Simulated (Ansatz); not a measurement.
Where the default PAW files enter, the runs use the earlier of Ansatz's two default sets.

```
CELL_PARAMETERS angstrom
      3.18893     0.00000     0.00000
      0.00000     5.19236     0.00000
      1.59447     0.00000     2.76169
ATOMIC_POSITIONS crystal
  Ga 0.66667 0.50092 0.66667
  Ga 0.33333 0.00092 0.33333
  N  0.66667 0.12408 0.66667
  N  0.33333 0.62408 0.33333
```

Space group of this cell: P6_3mc, wurtzite. The cell is taken as given; by r2SCAN its mean pressure is -1.0 GPa.

The current runs along the normal of the first two printed vectors, the (100) plane. All runs by Ansatz (a quantum-chemistry and plane-wave program), plane waves and PAW, without spin-orbit coupling; the base is r2SCAN.

```csv
run,mean pressure (GPa),gap (eV),mid-gap κ (1/Å)
base,-1.0,2.32,0.164
all lengths scaled by 0.98,12.2,?,?
all lengths scaled by 1.02,-11.0,1.90,0.138
lda in place of r2scan,-6.4,1.91,0.146
"lengths across the current scaled by 0.98, ions clamped",7.5,?,?
"lengths across the current scaled by 1.02, ions clamped",-7.9,1.97,0.145
"lengths along the current scaled by 0.97, ions clamped",5.4,2.41,0.175
"lengths along the current scaled by 1.03, ions clamped",-6.2,2.07,0.152
pbesol in place of r2scan,-1.0,?,?
```

### Question
What belongs in the gaps?

### Answer

- all lengths scaled by 0.98, gap (eV): 2.74
- all lengths scaled by 0.98, mid-gap κ (1/Å): 0.189
- lengths across the current scaled by 0.98, ions clamped, gap (eV): 2.57
- lengths across the current scaled by 0.98, ions clamped, mid-gap κ (1/Å): 0.181
- pbesol in place of r2scan, gap (eV): 1.85
- pbesol in place of r2scan, mid-gap κ (1/Å): 0.140
